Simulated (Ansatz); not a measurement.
## NiSi2 under a change: pressure −2 GPa

Base system: NiSi$_{2}$ (space group Fm-3m, No. 225; a = 5.390 Å; non-magnetic).

Modification: hydrostatic tension (pressure −2 GPa).

Computed with r2SCAN (Ansatz, a program for electronic structure, PAW, scalar-relativistic without spin-orbit coupling), earlier PAW set. k-mesh 15×15×15 (Γ-centred); smearing 0.05 eV (Fermi–Dirac).

```json
[
 {"quantity": "volume per atom", "base": "13.05 Å³", "changed": "13.21 Å³", "shift": "+0.167 Å³"},
 {"quantity": "density", "base": "4.87 g/cm³", "changed": "4.81 g/cm³", "shift": "-0.06 g/cm³"},
 {"quantity": "shortest interatomic distance", "base": "2.334 Å", "changed": "2.344 Å", "shift": "+0.010 Å"},
 {"quantity": "enthalpy H = E + PV relative to the base's energy", "base": "–", "changed": "-0.16 eV/atom", "shift": "–"},
 {"quantity": "band gap", "base": "zero", "changed": "zero", "shift": "–"}
]
```

Load acts through the strain it causes; cell and atoms are relaxed under it. Whether these cells are dynamically stable was not tested. Starting moments died away, wholly or in part, for the base; another magnetic solution may exist. The final runs are not spin-polarised.
